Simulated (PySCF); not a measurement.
PySCF 2.14.0, TPSSH/def2-tzvp, df: silicon monosulfide ([Si]=S), 2 atoms. The geometry is a generated start, not checked to be a minimum at this level.

task: energy
method: tpssh
basis: def2-tzvp
two-electron scheme: density fitting
mol.max_memory: 3000 MB
mf.max_cycle: 100
mf.diis_space: 8 (default)
mf.conv_tol: 1e-09 (default)
mf.grids.level: 3 (default)
basis functions: 74
grid points: 38064

```xyz
2

Si     0.9998    -0.0201     0.0105
S     -0.9998     0.0201    -0.0105
```

With the defaults (mf.DIIS = CDIIS, mf.diis = true, newton = off, mf.damp = 0, mf.diis_start_cycle = 1, mf.init_guess = minao, mf.diis_damp = 0, mf.level_shift = 0) it converges in 11 Fock builds. One run each on 2 threads, 1 BLAS thread, with these changes:
- mf.level_shift = 1 Hartree
- mf.diis = false
- mf.diis = false, mf.damp = 0.7, mf.diis_start_cycle = 999
- mf.diis_damp = 0.3
- newton = Hessian by the SCF's own integrals
- mf.init_guess = mod_huckel
- mf.DIIS = EDIIS
- mf.damp = 0.3, mf.diis_start_cycle = 4
- mf.init_guess = 1e

Task: Name the settings that don't reach the solution of the defaults.

Result: No convergence: mf.DIIS = EDIIS; mf.diis = false (the run ends without SCF convergence in 100 cycles). The rest reach the solution of the defaults.

```json
[
 {"setting": "the defaults", "Fock builds": "11", "end": "same solution"},
 {"setting": "mf.diis_damp = 0.3", "Fock builds": "11", "end": "same solution"},
 {"setting": "mf.init_guess = mod_huckel", "Fock builds": "13", "end": "same solution"},
 {"setting": "mf.damp = 0.3, mf.diis_start_cycle = 4", "Fock builds": "17", "end": "same solution"},
 {"setting": "mf.init_guess = 1e", "Fock builds": "18", "end": "same solution"},
 {"setting": "mf.diis = false, mf.damp = 0.7, mf.diis_start_cycle = 999", "Fock builds": "24", "end": "same solution"},
 {"setting": "newton = Hessian by the SCF's own integrals", "Fock builds": "31", "end": "same solution"},
 {"setting": "mf.level_shift = 1 Hartree", "Fock builds": "52", "end": "same solution"},
 {"setting": "mf.DIIS = EDIIS", "Fock builds": "101", "end": "no convergence"},
 {"setting": "mf.diis = false", "Fock builds": "101", "end": "no convergence"}
]
```

Under newton the count holds the products with the orbital Hessian.
